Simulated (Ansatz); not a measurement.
Migration of interstitial Mg, charge +2, in different hosts. These are PBE, PAW (plane waves to 420 eV; Ansatz, a quantum-chemistry and plane-wave program) values and carry that method's errors.

Barriers are those of the lowest checked hop between equivalent sites, from the lowest site run (climbing-image NEB, static, fixed cells, no finite-size terms; on the finer meshes named, energies are single points at the band's geometries). One hop need not carry long-range diffusion, and untried routes could be lower. Saddle orders were checked for a part of the study's bands only and are not shown. Charge states are imposed.

| Host | Route | Hop (Å) | Neighbours at the saddle | Barrier (eV) | Cell |
|---|---|---|---|---|---|
| rutile TiO2 | Mg moves farthest | 1.46 | 4 O at 1.91 Å | 0.28 | 72 sites, 2×2×2 shifted |
| wurtzite GaN | Mg moves farthest | 3.22 | Ga at 2.24, Ga at 2.45; N at 1.89, N at 1.92, N at 2.30, N at 2.33 Å | … | 72 sites, 2×2×2 shifted along c |
| rock-salt MgO | Mg moves farthest | 1.74 | Mg at 2.11, Mg at 2.34; 2 O at 1.80, 2 O at 2.07 Å | 1.16 | 64 sites, 2×2×2 shifted |
| wurtzite ZnO | Mg moves farthest | 2.64 | 3 O at 1.91 Å | 1.16 | 72 sites, 2×2×2 shifted along c |

**Question.** Complete the blanks.

**Answer.** 
- wurtzite GaN, Barrier (eV): 1.85
